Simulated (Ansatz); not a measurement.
Consider interstitial Cu in diamond, charge state +1. These are PBE, PAW (plane waves to 420 eV; Ansatz, a program for electronic structure) values and carry that method's errors.

Settings: 64 host sites, the relaxed PBE lattice, a 2×2×2 k-point mesh shifted by half a step, smearing 0.01 eV, spin-restricted, no image-charge correction. Static, classical nuclei. The host's phase is taken as given; its stability against other phases was not computed. The charge state is imposed; whether it is stable for some Fermi level was not computed. Sites that were not tried may lie lower.

Barriers: single points on a 3×3×3 k-point mesh shifted by half a step at the bands' geometries.

The step: Cu moves alone to another site. Atoms about the jump, Cartesian Å from the middle of the jump, before and after:

```
atom     x0     y0     z0     x1     y1     z1
----  -----  -----  -----  -----  -----  -----
Cu1    0.45   0.45  -0.45  -0.45  -0.45   0.45
C2     0.45  -1.47  -0.45   0.56  -1.45  -0.56
C3     0.45   0.45   1.47   0.56   0.56   1.45
C4    -0.56   1.45   0.56  -0.45   1.47   0.45
C5    -1.47   0.45  -0.45  -1.45   0.56  -0.56
C6    -0.56  -0.56  -1.45  -0.45  -0.45  -1.47
C7     1.45  -0.56   0.56   1.47  -0.45   0.45
C8    -1.34  -1.34   1.34  -1.45  -1.45   1.45
C9     1.45   1.45  -1.45   1.34   1.34  -1.34
C10   -2.26  -0.46   0.46  -2.36  -0.45   0.45
C11   -0.46  -0.46   2.26  -0.45  -0.45   2.36
C12   -0.46  -2.26   0.46  -0.45  -2.36   0.45
C13    2.36   0.45  -0.45   2.26   0.46  -0.46
C14    0.45   0.45  -2.36   0.46   0.46  -2.26
C15    0.45   2.36  -0.45   0.46   2.26  -0.46
C16   -1.39   2.28   1.39  -1.35   2.26   1.35
C17    1.35  -2.26  -1.35   1.39  -2.28  -1.39
C18   -1.39  -1.39  -2.28  -1.35  -1.35  -2.26
C19    1.35   1.35   2.26   1.39   1.39   2.28
C20    2.28  -1.39   1.39   2.26  -1.35   1.35
C21   -2.26   1.35  -1.35  -2.28   1.39  -1.39
C22   -2.25   1.34   2.25  -2.23   1.34   2.23
C23   -2.25  -2.25  -1.34  -2.23  -2.23  -1.34
C24    1.34  -2.25   2.25   1.34  -2.23   2.23
C25    2.23  -1.34  -2.23   2.25  -1.34  -2.25
C26    2.23   2.23   1.34   2.25   2.25   1.34
C27   -1.36   0.45   3.13  -1.35   0.46   3.15
C28   -3.12   0.45   1.36  -3.15   0.46   1.35
C29   -1.34   2.23  -2.23  -1.34   2.25  -2.25
C30   -1.36  -3.13  -0.45  -1.35  -3.15  -0.46
C31   -3.13  -1.36  -0.45  -3.15  -1.35  -0.46
C32    0.45  -1.36   3.13   0.46  -1.35   3.15
C33    0.45  -3.13   1.36   0.46  -3.15   1.35
C34    1.35  -0.46  -3.15   1.36  -0.45  -3.13
C35    3.15  -0.46  -1.35   3.12  -0.45  -1.36
C36    1.35   3.15   0.46   1.36   3.13   0.45
C37    3.15   1.35   0.46   3.13   1.36   0.45
C38   -0.46   3.15  -1.35  -0.45   3.13  -1.36
C39   -0.46   1.35  -3.15  -0.45   1.36  -3.13
```

Question: Where do these atoms stand at the saddle point, and how high is it?

Answer: 
| atom | x | y | z |
|---|---|---|---|
| Cu1 | 0.00 | 0.01 | 0.00 |
| C2 | 0.51 | -1.56 | -0.51 |
| C3 | 0.51 | 0.51 | 1.57 |
| C4 | -0.51 | 1.58 | 0.50 |
| C5 | -1.57 | 0.51 | -0.51 |
| C6 | -0.51 | -0.50 | -1.57 |
| C7 | 1.57 | -0.50 | 0.51 |
| C8 | -1.33 | -1.32 | 1.33 |
| C9 | 1.33 | 1.33 | -1.33 |
| C10 | -2.29 | -0.43 | 0.44 |
| C11 | -0.44 | -0.43 | 2.29 |
| C12 | -0.44 | -2.29 | 0.44 |
| C13 | 2.29 | 0.44 | -0.44 |
| C14 | 0.44 | 0.45 | -2.30 |
| C15 | 0.44 | 2.30 | -0.44 |
| C16 | -1.38 | 2.30 | 1.38 |
| C17 | 1.39 | -2.29 | -1.39 |
| C18 | -1.38 | -1.38 | -2.30 |
| C19 | 1.39 | 1.39 | 2.29 |
| C20 | 2.30 | -1.38 | 1.38 |
| C21 | -2.30 | 1.39 | -1.39 |
| C22 | -2.24 | 1.35 | 2.24 |
| C23 | -2.24 | -2.24 | -1.35 |
| C24 | 1.35 | -2.24 | 2.24 |
| C25 | 2.24 | -1.34 | -2.24 |
| C26 | 2.24 | 2.25 | 1.34 |
| C27 | -1.35 | 0.46 | 3.13 |
| C28 | -3.13 | 0.46 | 1.35 |
| C29 | -1.34 | 2.25 | -2.24 |
| C30 | -1.35 | -3.13 | -0.46 |
| C31 | -3.13 | -1.35 | -0.46 |
| C32 | 0.46 | -1.35 | 3.13 |
| C33 | 0.46 | -3.13 | 1.35 |
| C34 | 1.36 | -0.45 | -3.14 |
| C35 | 3.14 | -0.45 | -1.36 |
| C36 | 1.36 | 3.14 | 0.45 |
| C37 | 3.14 | 1.36 | 0.45 |
| C38 | -0.45 | 3.14 | -1.36 |
| C39 | -0.45 | 1.36 | -3.14 |
It lies 0.46 eV above the start and 0.46 eV above the end. The saddle point's order was not checked, and it lies on a symmetry element of the cell, where a band can be held.
